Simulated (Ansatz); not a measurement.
**Effect of x(Rh) = 0.667, 3 atoms, I4/mmm on Ag**

Take Ag in the fcc (Cu type) structure (space group Fm-3m, No. 225; a = 4.1052 Å) as the base.

The other end (x = 1) is Rh in the fcc (Cu type) structure (space group Fm-3m, No. 225): 13.72 Å³/atom, gap zero.

Perturbation: Rh replaces 66.7 % of the Ag, ordered in a cell of 3 atoms (starting symmetry I4/mmm) and fully relaxed.

Calculations: r2SCAN (Ansatz, a quantum-chemistry and plane-wave program), no spin-orbit coupling. Γ-centred 24×24×24 mesh, Fermi–Dirac width 0.05 eV, for the changed cell.

| quantity | base | changed | shift |
|---|---|---|---|
| volume per atom | 17.30 Å³ | 14.98 Å³ | -2.32 Å³ |
| shortest interatomic distance | 2.903 Å | 2.600 Å | -0.3025 Å |
| band gap | zero | zero | – |
| mixing energy (to 0.01 eV only: unlike meshes or grids) | – | +0.18 eV/atom | – |
| deviation of the volume from the linear (Vegard-type) interpolation | – | +0.4 % | – |

Final structure:

```
CELL_PARAMETERS angstrom
     -1.36458     1.36458     6.03195
      1.36458    -1.36458     6.03195
      1.36458     1.36458    -6.03195
ATOMIC_POSITIONS crystal
  Rh 0.67776 0.67776 0.00000
  Ag 0.00000 0.00000 0.00000
  Rh 0.32224 0.32224 0.00000
```

Cost of the whole job for the changed cell (relaxation, final SCF and bands): about 21 core-minutes (a rough figure).

These are small ordered cells, not random alloys; other orderings at the same x differ. Whether these cells are dynamically stable was not tested. The final runs are not spin-polarised. An odd electron count without spin: AgRh2. AgRh2 has a high density of states at the Fermi level and may be magnetic at this level.
